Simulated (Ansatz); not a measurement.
# Response to strain in hypothetical P4/nmm BeS

Base system: BeS (space group P4/nmm, No. 129; a hypothetical phase, not in the database extracts checked; layered, stacked along the Cartesian z axis).

```
BeS
1.0
    3.45211     0.00000     0.00000
    0.00000     3.45211     0.00000
    0.00000     0.00000     5.62077
Be S
2 2
Direct
  0.50000   0.50000   0.50000
  0.00000   0.00000   0.50000
  0.50000   0.00000   0.71698
  0.00000   0.50000   0.28302
```

Cartesian axes are those of the cell as printed.

Strains are applied to the cell and any free atomic positions relax; under biaxial strain the out-of-plane vector relaxes too.

Computed with PBEsol/PAW in Ansatz (a quantum-chemistry and plane-wave program), scalar-relativistic without spin-orbit coupling.

Notes on the quantities. pressure: mean of the normal stresses, compression positive.

| change | band gap | volume per atom | pressure |
|---|---|---|---|
| base | 3.39 eV | 16.75 Å³ | 0.0 kbar |
| biaxial strain −1.24 %, plane normal [001], relaxed out of plane | 3.36 eV | 16.51 Å³ | 12.2 kbar |
| biaxial strain +1.45 %, plane normal [001], relaxed out of plane | 3.40 eV | 17.00 Å³ | -12.7 kbar |
| isotropic strain −0.64 % | 3.34 eV | 16.43 Å³ | 6.8 kbar |

No phonon test of stability was made. The base started in Pnma and relaxed to P4/nmm at this level. No dispersion term is included in the PBEsol runs.
